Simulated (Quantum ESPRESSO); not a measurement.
## Habitual settings against a tight run: YSi3Ir (I4mm, 5 atoms in the cell)

Self-consistent single point.

```xyz
5
Lattice="-2.1123 2.1123 4.9493 2.1123 -2.1123 4.9493 2.1123 2.1123 -4.9493" Properties=species:S:1:pos:R:3 pbc="T T T"
Y      0.0000     0.0000     9.8821
Si     0.0000     0.0000     4.1012
Si     2.1123     0.0000     2.6198
Si     0.0000     2.1123     2.6198
Ir     0.0000     0.0000     6.4539
```

Computed with PBEsol, GBRV 1.5 ultrasoft (PBESOL) pseudopotentials (plane waves; Quantum ESPRESSO).

Base settings: ecutwfc = 40 Ry; ecutrho = 320 Ry; occupations = smearing; smearing = fermi-dirac; degauss = 0.0073499 Ry; potentials = {Y: y_pbesol_v1.4.uspp.F.UPF, Si: si_pbesol_v1.uspp.F.UPF, Ir: ir_pbesol_v1.2.uspp.F.UPF}; K_POINTS = automatic 10 10 10 0 0 0; conv_thr = 1e-11 Ry.

Tight run (finer mesh or higher cutoff; not a proven limit): ecutwfc: 40 Ry → 56 Ry; ecutrho: 320 Ry → 448 Ry; conv_thr: 1e-11 Ry → 7.3e-11 Ry; K_POINTS: automatic 10 10 10 0 0 0 → automatic 14 14 14 0 0 0. It gave Fermi level (on the code's own zero) 12.64 eV; pressure -6.93 GPa; largest force (vector length) 0.204 eV/Å.

Quick runs, as changes from the base:
- A: the base itself
- B: ecutwfc: 40 Ry → 32 Ry; ecutrho: 320 Ry → 256 Ry; smearing: fermi-dirac → methfessel-paxton; degauss: 0.0073499 Ry → 0.019992 Ry; conv_thr: 1e-11 Ry → 7.3e-06 Ry; K_POINTS: automatic 10 10 10 0 0 0 → automatic 6 6 6 0 0 0
- C: ecutwfc: 40 Ry → 20 Ry; ecutrho: 320 Ry → 160 Ry; K_POINTS: automatic 10 10 10 0 0 0 → automatic 4 4 4 0 0 0
- D: ecutwfc: 40 Ry → 20 Ry; ecutrho: 320 Ry → 160 Ry; K_POINTS: automatic 10 10 10 0 0 0 → automatic 8 8 8 0 0 0
- E: ecutwfc: 40 Ry → 24 Ry; ecutrho: 320 Ry → 192 Ry; smearing: fermi-dirac → gaussian; degauss: 0.0073499 Ry → 0.036749 Ry; K_POINTS: automatic 10 10 10 0 0 0 → automatic 3 3 3 1 1 1
- F: ecutwfc: 40 Ry → 24 Ry; ecutrho: 320 Ry → 192 Ry; smearing: fermi-dirac → marzari-vanderbilt; degauss: 0.0073499 Ry → 0.0099958 Ry; K_POINTS: automatic 10 10 10 0 0 0 → automatic 6 6 6 0 0 0

Energies are extrapolated to zero smearing width, which holds to low order in the width alone (under cold and Methfessel-Paxton smearing the free energy itself is taken).

Dashes: pressure of B, not trusted under this conv_thr with d or f elements; time of C, E, under 30 s.

The count of work is k-points × plane waves × bands × iterations; it is no time. Core times come from one kind of shared machine and are given to one figure; runs under 30 s give none.

The starting cell comes from a database of computed structures (which also holds hypothetical and non-ambient phases and stackings), without a prior relaxation at this level. Its lattice was rescaled by a random factor within 2.5 % of one. Spin polarisation is off. In the base run, with a pressure of about -7 GPa the cell is away from its equilibrium volume at this level.

```
run  energy less tight (meV/atom)  pressure less tight (GPa)  largest miss in a force vector (eV/Å)  count of work / tight  core time / tight (rough)
---  ----------------------------  -------------------------  -------------------------------------  ---------------------  -------------------------
A                             5.7                      -0.04                                  0.005                   0.29                        0.3
B                            23.2                          –                                  0.070                  0.037                       0.03
C                           341.6                     -20.84                                  0.275                  0.013                          –
D                           357.7                     -20.66                                  0.036                  0.061                       0.04
E                           -11.9                      -2.95                                  0.298                 0.0085                          –
F                            56.8                      -2.88                                  0.049                  0.040                       0.03
```

Among the runs at the tight run's level, the energy misses run from 5.7 to 357.7 meV/atom.
